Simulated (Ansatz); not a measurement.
Take NbAs in the CsCl type structure (space group Pm-3m, No. 221; a = 3.218 Å; a hypothetical phase, not in the database extracts checked; relaxed with 0.1 eV smearing) as the base. Axes: x, y, z lie along the cube axes.

(Cell as relaxed with PBE.)

Levels (all Ansatz, a quantum-chemistry and plane-wave program, PAW): PBE (420 eV, no SOC); PBEsol (420 eV, scalar-relativistic without spin-orbit coupling).

Each level relaxes its own structure.

```
base                      PBE    PBEsol
-------------------  --------  --------
volume per atom      16.66 Å³  16.09 Å³
lattice parameter a   3.218 Å   3.181 Å
band gap                 zero      zero
```

Perturbation: the symmetric strain tensor [0.0138 0.0164 -0.0146; 0.0164 -0.0011 0.0096; -0.0146 0.0096 -0.0151], atoms relaxed at fixed cell.

```json
[
 {"quantity": "stress (xx, yy, zz, yz, xz, xy; compression positive)", "PBE": "(-2.2, 0.9, 4.2, -2.4, 3.4, -3.8) GPa", "PBEsol": "?"},
 {"quantity": "energy relative to the base (free energy F)", "PBE": "+19 meV/atom", "PBEsol": "?"},
 {"quantity": "shortest interatomic distance", "PBE": "2.709 Å", "PBEsol": "?"}
]
```

Question: Predict the PBEsol column.

Answer: 
- stress (xx, yy, zz, yz, xz, xy; compression positive), PBEsol: (-2.3, 1.0, 4.5, -2.7, 3.8, -4.2) GPa
- energy relative to the base (free energy F), PBEsol: +20 meV/atom
- shortest interatomic distance, PBEsol: 2.678 Å

PBE's energy relative to the base lies 1.2 meV/atom below PBEsol's; PBE's shortest interatomic distance lies 0.031 Å above PBEsol's (1.2 %). Neither level is exact; PBEsol is the comparison here, not a measurement.

No phonon test of stability was made. All final runs are without spin polarisation.
